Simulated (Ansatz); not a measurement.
**What uniaxial strain ε_xx = +5.35 % does to BN**

Start from BN in the h-BN type structure (space group P6_3/mmc, No. 194; a = 2.5006 Å, c = 6.5258 Å; layered, stacked along the Cartesian z axis). Axes: x lies along a and z along c of the hexagonal cell.

It is then changed as follows: uniaxial strain ε_xx = +5.35 %, all other strain components held at zero, atoms relaxed at fixed cell.

Level of theory: r2SCAN+rVV10 (Ansatz, an electronic-structure program, PAW, no spin-orbit coupling). k-mesh 15×15×5 (Γ-centred); smearing 0.05 eV (Fermi–Dirac).

| quantity | base | changed | shift |
|---|---|---|---|
| volume per atom | 8.83 Å³ | 9.31 Å³ | +0.473 Å³ |
| shortest interatomic distance | 1.444 Å | 1.455 Å | +0.011 Å |
| energy relative to the base (free energy F) | 0 meV/atom | +66 meV/atom | +66 meV/atom |
| pressure (mean of the normal stresses, compression positive) | 0.00 GPa | -17.30 GPa | -17.30 GPa |
| band gap | 4.74 eV | 4.47 eV | -0.27 eV |
| gap character | – | indirect, k = (0.200, 0.400, 0) in the run's primitive reciprocal basis → S | – |
| largest internal atomic displacement | – | 0.053 Å | – |
| stress (xx, yy, zz, yz, xz, xy; compression positive) | – | (-42.79, -9.01, -0.10, 0.00, 0.00, 0.00) GPa | – |

Final structure:

```xyz
4
Lattice="2.6344 0.0000 0.0000 -1.3172 2.1656 0.0000 0.0000 0.0000 6.5258" Properties=species:S:1:pos:R:3 pbc="T T T"
B      0.0000     1.4858     1.6315
B      1.3172     0.6798     4.8944
N      0.0000     1.3905     4.8944
N      1.3172     0.7750     1.6315
```

Cost of the whole job for the changed cell (relaxation, final SCF and bands): very roughly 60 core-seconds.

No phonon test of stability was made. k-point labels follow each cell's own Brillouin zone.
